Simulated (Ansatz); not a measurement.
# Response to strain in MgS

Base system: MgS in the rock salt structure (space group Fm-3m, No. 225; a = 5.203 Å). Axes: x, y, z lie along the cube axes.

Strains are applied to the cell and any free atomic positions relax; under biaxial strain the out-of-plane vector relaxes too; under stress the whole cell relaxes.

Level of theory: r2SCAN, PAW, 500 eV (Ansatz, a program for electronic structure; no spin-orbit coupling).

Notes on the quantities. energy relative to the base: free energy F.

```csv
change,band gap,volume per atom,energy relative to the base
base,3.46 eV,17.61 Å³,0 meV/atom
"biaxial strain −4.53 %, plane normal [001], relaxed out of plane",3.33 eV,16.51 Å³,+46 meV/atom
"biaxial strain −2.20 %, plane normal [001], relaxed out of plane",3.38 eV,17.07 Å³,+9.9 meV/atom
"biaxial strain +3.66 %, plane normal [001], relaxed out of plane",3.12 eV,18.54 Å³,+22 meV/atom
isotropic strain −4.33 %,3.73 eV,15.42 Å³,+85 meV/atom
uniaxial strain ε_yy = −1.25 %,3.43 eV,17.39 Å³,+1.4 meV/atom
uniaxial strain ε_zz = +1.04 %,3.39 eV,17.79 Å³,+0.9 meV/atom
tensor shear ε_xy = +2.92 %,3.03 eV,17.59 Å³,+11 meV/atom
tensor shear ε_xz = +0.49 %,3.41 eV,17.61 Å³,[?]
"uniaxial stress, 8 GPa tension along z",3.01 eV,[?],[?]
```

Question: What belongs in the blanks?

Answer: 
- tensor shear ε_xz = +0.49 %, energy relative to the base: +0.3 meV/atom
- uniaxial stress, 8 GPa tension along z, volume per atom: 18.98 Å³
- uniaxial stress, 8 GPa tension along z, energy relative to the base: +69 meV/atom

Stability under load was not tested beyond the relaxation.
